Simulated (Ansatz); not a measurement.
Consider Mo in the bcc (W type) structure (space group Im-3m, No. 229; a = 3.151 Å; relaxed with 0.1 eV smearing). Axes: x, y, z lie along the cube axes.

Computed with r2SCAN, PAW, 500 eV (Ansatz, a quantum-chemistry and plane-wave program; spin-orbit coupling left out), earlier PAW set.

Before the change:

| Item | Result |
|---|---|
| Shortest interatomic distance | 2.729 Å |

Modification: tensor shear ε_xy = −2.69 % (engineering shear γ = -0.0538); the atoms relax in the strained cell.

### Question
How does this affect the energy relative to the base and shortest interatomic distance?

### Answer
The energy grows by 15 meV/atom; the shortest interatomic distance falls by 0.049 Å, from 2.729 Å to 2.680 Å.

No phonon test of stability was made. The final runs are not spin-polarised.
